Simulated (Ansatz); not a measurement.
Consider Mg2Ge in the anti-fluorite structure (space group Fm-3m, No. 225; a = 6.4212 Å).

Computed with plane-wave PAW DFT at the PBE level (Ansatz, an electronic-structure program, 420 eV), no spin-orbit coupling.

Before the change:

Valley order: X along ⟨100⟩ 0.17 eV; L along ⟨111⟩ 0.94 eV; Γ 0.95 eV
Hole mass: 0.071, 0.35, 0.35 mₑ (at Γ)
Smallest direct gap: 0.95 eV
Lattice parameter a: 6.421 Å

Modification: cell and atoms relaxed at a pressure of 1.5 GPa.

Task: Estimate the effect on the valley order, hole mass, smallest direct gap and lattice parameter a.

Result: The valley order (the lowest conduction-band minima on the path, energy above the VBM, named in the base's zone) goes from X along ⟨100⟩ 0.17 eV; L along ⟨111⟩ 0.94 eV; Γ 0.95 eV to X along ⟨100⟩ 0.14 eV; L along ⟨111⟩ 1.06 eV; Γ 1.11 eV; the hole mass (degenerate bands, along [100]) becomes 0.080, 0.34, 0.34 mₑ (at Γ) (base: 0.071, 0.35, 0.35 mₑ (at Γ)); the smallest direct gap goes up by 0.16 eV to 1.11 eV; the lattice parameter a shrinks by 0.060 Å to 6.361 Å.

Load acts through the strain it causes; cell and atoms are relaxed under it. Effective masses come from finite differences of ±0.01 Å⁻¹. Stability against distortions was not tested. A zero or small gap of Mg2Ge can be the functional's error rather than a property of the material.
